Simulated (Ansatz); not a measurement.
Consider MgTe in the wurtzite structure (space group P6_3mc, No. 186; a = 4.609 Å, c = 7.501 Å).

Level of theory: PBE in Ansatz (plane waves to 420 eV, PAW, no SOC), earlier PAW set.

For the base:

Pressure: -0.01 GPa

Now apply this change: the cell is scaled by 0.9501 in all directions, atoms relaxed at fixed cell.

### Question
How does this affect the energy relative to the base?

### Answer
The energy grows by 96 meV/atom.

### Question
Estimate the effect on the pressure.

### Answer
The pressure (mean of the normal stresses, compression positive) grows by 7.15 GPa to 7.14 GPa.

The cells carry an imposed strain or load. Stability against distortions was not tested.

Ansatz is a first-principles code.
